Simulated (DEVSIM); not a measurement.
Device: Si p-i-n diode, at 400 K.

| layer (left to right) | material | thickness (μm) | Nd (cm⁻³) | Na (cm⁻³) | τn (s) | τp (s) |
|---|---|---|---|---|---|---|
| 1 | Si | 0.270 | - | 2.2e17 | 0.0001 | 0.0001 |
| 2 | Si | 0.530 | 3.3e11 | - | 0.0001 | 0.0003 |
| 3 | Si | 1.90 | 2.3e17 | - | 0.0001 | 0.0001 |

Left contact: ohmic. Right contact: ohmic. Voltage is applied to the left contact. Recombination: SRH at mid-gap. Mobility is μmin + (μ − μmin)/(1 + (N/Nref)^α).

This is a model device: material constants are rounded textbook-type values typed into the input, and sizes, dopings and lifetimes were drawn at random. Values at 300 K; Nc and Nv go as T^1.5, mobilities as T to minus their exponent, the gap by Varshni's rule with the affinity fixed.

```csv
parameter,Si
gap (eV),1.124
affinity (eV),4.05
permittivity,11.7
Nc (cm⁻³),2.86e19
Nv (cm⁻³),3.1e19
μn (cm²/Vs),1417
μp (cm²/Vs),470
"μn,min",52
"μp,min",45
"Nref,n",9.7e16
"Nref,p",2.2e17
αn,0.68
αp,0.72
T exponent of μn,2.3
T exponent of μp,2.2
Varshni α (eV/K),0.000473
Varshni β (K),636
```

DEVSIM, 1D drift-diffusion, Boltzmann statistics, complete ionisation; no tunnelling, impact ionisation, image-force lowering or self-heating.

Task: Tabulate band edges, carrier densities and field at zero bias.

Result: Energies count from the Fermi level of the right contact; mesh points crowd at the junctions.

```
x (μm)   Ec (eV)  Ev (eV)  n (cm⁻³)  p (cm⁻³)  field (V/cm)
-------  -------  -------  --------  --------  ------------
0.000      0.911   -0.185     1.5e8    2.2e17           ≈ 0
0.02427    0.911   -0.185     1.5e8    2.2e17           ≈ 0
0.07185    0.911   -0.185     1.5e8    2.2e17           ≈ 0
0.1507     0.911   -0.185     1.5e8    2.2e17           ≈ 0
0.2327     0.910   -0.187     1.5e8    2.1e17         -1100
0.2628     0.891   -0.205     2.6e8    1.2e17        -18000
0.2848     0.838   -0.258     1.2e9    2.7e16        -20000
0.3441     0.753   -0.343    1.4e10    2.3e15        -12000
0.4394     0.648   -0.448    3.0e11    1.1e14        -11000
0.6098     0.466   -0.630    5.9e13    5.5e11        -11000
0.7152     0.351   -0.745    1.7e15    2.0e10        -11000
0.7808     0.262   -0.835    2.2e16     1.5e9        -19000
0.8031     0.208   -0.889    1.1e17     3.0e8        -24000
0.8345     0.182   -0.914    2.2e17     1.5e8         -1300
0.9289     0.181   -0.915    2.3e17     1.4e8           ≈ 0
1.089      0.181   -0.915    2.3e17     1.4e8           ≈ 0
1.444      0.181   -0.915    2.3e17     1.4e8           ≈ 0
2.016      0.181   -0.915    2.3e17     1.4e8           ≈ 0
2.452      0.181   -0.915    2.3e17     1.4e8           ≈ 0
2.591      0.181   -0.915    2.3e17     1.4e8           ≈ 0
2.662      0.181   -0.915    2.3e17     1.4e8           ≈ 0
2.700      0.181   -0.915    2.3e17     1.4e8           ≈ 0
```
